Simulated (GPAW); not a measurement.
Worked example: self-consistent single point of ScV₂Ga₄ (I4/mmm, 7 atoms in the cell) in GPAW.

Level of theory: PBEsol, GPAW PAW datasets PBEsol (made by gpaw-setup) (plane waves; GPAW 25.7.0).

```yaml
crystal:
  lattice:
    - [-3.22716, 3.22716, 2.57442]
    - [3.22716, -3.22716, 2.57442]
    - [3.22716, 3.22716, -2.57442]
  atoms:
    - { symbol: Sc, position: [0.00000, 0.00000, 0.00000] }
    - { symbol: V, position: [0.75000, 0.25000, 0.50000] }
    - { symbol: V, position: [0.25000, 0.75000, 0.50000] }
    - { symbol: Ga, position: [0.30087, 0.30087, 0.60174] }
    - { symbol: Ga, position: [0.69913, 0.69913, 0.39826] }
    - { symbol: Ga, position: [0.30087, 0.69913, 0.00000] }
    - { symbol: Ga, position: [0.69913, 0.30087, 0.00000] }
```

Reference input (self-consistent single point, DFT LDA (Perdew-Wang 92), plane waves, GPAW PAW datasets LDA (gpaw-data 1.0.1)): mode = pw; ecut = 800 eV; xc = LDA; kpts = 5 5 5; mesh shift (steps) = 0 0 0; occupations.name = methfessel-paxton; occupations.width = 0.05 eV; occupations.order = 0; nbands = -13; symmetry.symmorphic = false; symmetry.tolerance = 0.0005; maxiter = 120. This run's input differs from it in these lines:

```diff
@@ -18,3 +18,3 @@
 calc = GPAW(mode={'name': 'pw', 'ecut': 800},
-            xc='LDA',
+            xc='PBEsol',
             kpts=(5, 5, 5),
```

Its files differ too (potentials: GPAW PAW datasets PBEsol (made by gpaw-setup)).

Log, with long lists cut:

```
     iter     time        total  log10-change:
                         energy   eigst   dens
iter:   1 --:--:--   -40.930109
iter:   2 --:--:--   -40.680031   -0.27  -1.14
iter:   3 --:--:--   -40.256318   -0.80  -1.20
iter:   4 --:--:--   -39.868272   -1.19  -1.33
iter:   5 --:--:--   -40.018682   -1.11  -1.55
iter:   6 --:--:--   -39.919308   -2.32  -1.79
iter:   7 --:--:--   -39.972285   -1.23  -1.89
iter:   8 --:--:--   -39.859876   -1.87  -1.94
iter:   9 --:--:--   -39.853664   -2.99  -2.23
iter:  10 --:--:--   -39.845233c  -2.81  -2.33
iter:  11 --:--:--   -39.848863c  -2.73  -2.75
iter:  12 --:--:--   -39.844487c  -3.15  -2.72
iter:  13 --:--:--   -39.844147c  -4.20  -3.00
iter:  14 --:--:--   -39.844025c  -4.82  -3.29
iter:  15 --:--:--   -39.844005c  -5.24  -3.69
iter:  16 --:--:--   -39.844003c  -6.22  -3.84
iter:  17 --:--:--   -39.844001c  -6.83  -3.84
iter:  18 --:--:--   -39.843998c  -5.91  -3.86
iter:  19 --:--:--   -39.843999c  -6.20  -4.07c
iter:  20 --:--:--   -39.843998c  -6.78  -4.15c
iter:  21 --:--:--   -39.843997c  -7.15  -4.35c
iter:  22 --:--:--   -39.843998c  -7.79c -4.87c
Converged after 22 iterations.

Dipole moment: (0.000000, -0.000000, -0.000000) |e|*Ang

Energy contributions relative to reference atoms: (reference = -283727.314284)

Kinetic:        +67.044260
Potential:      -53.803696
External:        +0.000000
XC:             -53.526693
Entropy (-ST):   -0.007706
Local:           +0.445985
SIC:             +0.000000
--------------------------
Free energy:    -39.847851
Extrapolated:   -39.843998

Showing only first 2 kpts
 Kpt  Band  Eigenvalues  Occupancy
  0    22      7.00499    2.00000
  0    23      7.77763    2.00000
  0    24      7.83888    2.00000
  0    25      8.99059    0.00000

  1    22      7.03261    2.00000
  1    23      7.69048    2.00000
  1    24      7.87778    2.00000
  1    25      8.99451    0.00000

Fermi level: 8.24812

No gap
   [... lines left out ...]
  1 V     0.00000    0.00000    0.00000
  2 V     0.00000   -0.00000    0.00000
  3 Ga   -0.09810   -0.09810    0.00000
  4 Ga    0.09810    0.09810    0.00000
  5 Ga    0.09810   -0.09810   -0.00000
  6 Ga   -0.09810    0.09810   -0.00000

Stress tensor:
     0.007892     0.000000    -0.000000
     0.000000     0.007892     0.000000
    -0.000000     0.000000     0.003371
Stress (GPa, Voigt): [ 1.2644  1.2644  0.5402  0.     -0.      0.    ]
```

The run converged in 22 iterations. GPAW prints stress with tension positive. Against the reference run the pressure goes from -5.46 to -1.02 GPa and the largest force goes from 0.176 to 0.139 eV/Å.

The starting cell comes from a database of computed structures (which also holds hypothetical and non-ambient phases and stackings), without a prior relaxation at this level. Spin polarisation is off.

Cost on one core of a shared machine: roughly 80 s.
